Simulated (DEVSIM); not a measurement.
Device: Schottky contact on n-type β-Ga2O3, at 400 K.

Layer 1 from the left is β-Ga2O3, thickness (μm) 7.50, Nd (cm⁻³) 1.3e15, τn (s) 1e-8, τp (s) 1e-8.

Left contact: Schottky, work function 4.98 eV, emission velocity 8.2e6 cm/s. Right contact: ohmic. Voltage is applied to the left contact. Recombination: SRH at mid-gap, radiative, Auger. Mobility is constant in doping.

This is a model device: material constants are rounded textbook-type values typed into the input, and sizes, dopings and lifetimes were drawn at random. Values at 300 K; Nc and Nv go as T^1.5, mobilities as T to minus their exponent, the gap by Varshni's rule with the affinity fixed.

β-Ga2O3: gap (eV) 4.8, affinity (eV) 4, permittivity 10, Nc (cm⁻³) 3.7e18, Nv (cm⁻³) 5e20, μn (cm²/Vs) 160, μp (cm²/Vs) 1, T exponent of μn 1.8, T exponent of μp 1.5, B (cm³/s) 1e-12, Cn (cm⁶/s) 1e-31, Cp (cm⁶/s) 1e-31, Varshni α (eV/K) 0.0004, Varshni β (K) 600.

DEVSIM, 1D drift-diffusion, Boltzmann statistics, complete ionisation; no tunnelling, impact ionisation, image-force lowering or self-heating. Metal contacts follow the ideal Schottky-Mott rule: no Fermi-level pinning, no interface dipoles.

Dark forward current:

| |V| (V) | |J| (A/cm²) |
|---|---|
| 0.05 | 1.757e-6 |
| 0.10 | 8.897e-6 |
| 0.15 | 3.796e-5 |
| 0.20 | 0.0001558 |
| 0.25 | 0.0006299 |
| 0.30 | 0.002516 |
| 0.35 | 0.009872 |
| 0.40 | 0.03731 |
| 0.45 | 0.1292 |
| 0.50 | 0.3745 |
| 0.55 | 0.8496 |
| 0.60 | 1.543 |
| 0.65 | 2.397 |
| 0.70 | 3.358 |
| 0.75 | 4.393 |
| 0.80 | 5.479 |
| 0.85 | 6.603 |
| 0.90 | 7.756 |
| 0.95 | 8.931 |
| 1.00 | 10.12 |
| 1.05 | 11.33 |
| 1.10 | 12.55 |
| 1.15 | 13.78 |
| 1.20 | 15.02 |
| 1.25 | 16.26 |
| 1.30 | 17.51 |

Task: Work out the local ideality factor n = ΔV / (kT/q · ln(J2/J1)) between the rows 0.15 and 0.20 V, 1.25 and 1.30 V.

Result: kT/q = 34.47 mV. From 0.15 to 0.20 V: ln(0.0001558/3.796e-5) = 1.412, n = 1.03, near the 1 of diffusion or emission over a barrier. From 1.25 to 1.30 V: ln(17.51/16.26) = 0.074, n = 19.58; the layers' resistance at their doping, Σ W/(qμN) = 0.038 Ω cm², would take 47 mV of this step of 50 mV.

Task: Estimate the current at 0.20 V for emission alone, J0 = q v N_band exp(−φB/kT), and read the barrier back from the simulated current.

Result: φB = 0.980 eV, N_band = 5.70e18 cm⁻³, J0 = 3.36e-6 A/cm²; J = J0 (exp(qV/kT) − 1) = 0.00111 A/cm². The simulation gives 0.000156 A/cm²; the estimate lies 610 % above. Read backwards, the simulated current gives an apparent barrier of 1.048 eV. The estimate leaves out transport through the depletion region and minority injection.
